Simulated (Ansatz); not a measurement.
Short convergence ladders for MgSc (P4mm, 2 atoms in the cell)

```
CELL_PARAMETERS angstrom
      3.61443     0.00000     0.00000
      0.00000     3.61443     0.00000
      0.00000     0.00000     3.61443
ATOMIC_POSITIONS crystal
  Mg 0.00000 0.00000 0.01383
  Sc 0.50000 0.50000 0.50000
```

Base method: PBEsol, default PAW files made with PBE (plane waves; Ansatz, a program for electronic structure).

Base settings: basis.ecutwfc = 420 eV; kpoints.mp_grid.grid = 9 9 9; hamiltonian.xc = pbesol; hamiltonian.pseudopotentials = {kind: paw} (the program's default PAW files); scf.occupations.method = gaussian; scf.occupations.width = 0.1 eV.

The count of work is k-points × plane waves × bands × iterations; it is no time. 

**The width of Fermi-Dirac smearing**

In this ladder: kpoints.mp_grid.grid = 15 15 15; scf.occupations.method = fermi_dirac.

Narrow widths need finer meshes than wide ones, so the last steps can hold mesh noise.

Only quantities that move along the ladder and can be compared are tabulated; pressure and forces are left out, as mesh noise rules them at narrow widths.

```csv
scf.occupations.width,free energy less the last step's (meV/atom),energy extrapolated to zero width less the last step's (meV/atom)
1 eV,-1501.68,-177.46
0.5 eV,-418.48,-24.73
0.3 eV,-156.05,-9.58
0.2 eV,-70.29,-5.37
0.1 eV,-15.33,-1.12
0.05 eV,0.00,0.00
```

Widest scf.occupations.width that holds the free energy within 5 meV/atom: not settled: the last two steps still differ by 15 meV/atom, over half the tolerance, so the ladder does not show it.

Widest scf.occupations.width that holds the energy extrapolated to zero width within 2 meV/atom: not settled: the last two steps still differ by 1.1 meV/atom, over half the tolerance, so the ladder does not show it.

The extrapolation to zero width removes most of the smearing's effect on the energy.

**The width of Methfessel-Paxton smearing**

In this ladder: kpoints.mp_grid.grid = 15 15 15; scf.occupations.method = methfessel_paxton.

Narrow widths need finer meshes than wide ones, so the last steps can hold mesh noise.

Only quantities that move along the ladder and can be compared are tabulated; pressure and forces are left out, as mesh noise rules them at narrow widths.

```csv
scf.occupations.width,free energy less the last step's (meV/atom)
1 eV,-7.14
0.5 eV,-5.28
0.3 eV,-1.71
0.2 eV,-0.61
0.1 eV,-0.06
0.05 eV,0.00
```

Widest scf.occupations.width that holds the free energy within 1 meV/atom of the last step, with all finer ones: 0.2 eV; the step before is off by 1.7 meV/atom.

**The mesh under tetrahedron occupations**

In this ladder: scf.occupations.method = tetrahedron; scf.occupations.width = default.

Only quantities that move along the ladder and can be compared are tabulated.

| kpoints.mp_grid.grid | free energy less the last step's (meV/atom) | pressure (GPa) | largest difference of a force vector from the last step's (eV/Å) | count of work / last |
|---|---|---|---|---|
| 4 4 4 | 32.91 | -2.21 | 0.009 | 0.026 |
| 5 5 5 | -12.65 | -2.05 | 0.000 | 0.025 |
| 6 6 6 | -3.12 | -2.11 | 0.003 | 0.055 |
| 7 7 7 | -2.63 | -2.07 | 0.001 | 0.055 |
| 9 9 9 | -1.03 | -2.05 | 0.000 | 0.10 |
| 11 11 11 | -0.31 | -2.05 | 0.000 | 0.17 |
| 14 14 14 | -0.33 | -2.04 | 0.000 | 0.40 |
| 17 17 17 | 0.08 | -2.05 | 0.000 | 0.56 |
| 21 21 21 | 0.00 | -2.05 | 0.000 | 1.0 |

Coarsest kpoints.mp_grid.grid that holds the forces within 0.005 eV/Å of the last step, with all finer ones: 5 5 5, at 0.025 of the last step's count of work; the step before is off by 0.009 eV/Å.

Coarsest kpoints.mp_grid.grid that holds the free energy within 2 meV/atom of the last step, with all finer ones: 9 9 9, at 0.10 of the last step's count of work; the step before is off by 2.6 meV/atom.

Coarsest kpoints.mp_grid.grid that holds the pressure within 0.05 GPa of the last step, with all finer ones: 7 7 7, at 0.055 of the last step's count of work; the step before is off by 0.06 GPa.

On the base run: the starting cell comes from a database of computed structures (which also holds hypothetical and non-ambient phases and stackings), without a prior relaxation at this level. Its lattice was rescaled by up to half a per cent. One atom was moved a little off its site on purpose. Ansatz's pressure includes its estimate of the finite-basis (Pulay) stress.

Left out of this page: 4 runs of the series outside the window shown, repeating another row's setting, or not comparable.

Keys are those of Ansatz 0.2.
